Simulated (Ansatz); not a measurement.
## Ge (model structure, within 0.1 Å of Fd-3m, No. 227, 2 atoms in the cell)

Calculation: HSE06+SOC (PAW; Ansatz, a program for electronic structure).

Run with plane-wave cutoff 460 eV, 8×8×8 k mesh, Fermi–Dirac smearing 0.01 eV, PAW data made under PBE.

Cell (relaxed with PBE-D3(BJ)):

```
CELL_PARAMETERS angstrom
      3.48953    -2.01544    -0.02608
      3.48953     2.01544    -0.02608
     -2.30511     0.00000     3.30850
ATOMIC_POSITIONS crystal
  Ge 0.87505 0.87505 0.12505
  Ge 0.12495 0.12495 0.87495
```

| Property | Result |
|---|---|
| band gap | 0.51 eV (on the SCF k mesh) (direct) |

Note: cell and atoms aren't relaxed at this level (pressure -0.6 GPa).

Cost on a shared machine: around 40 core-minutes (rough).

A model structure was made by putting elements into a prototype or built by hand; here it ended with the formula and space group of a phase in our tables.
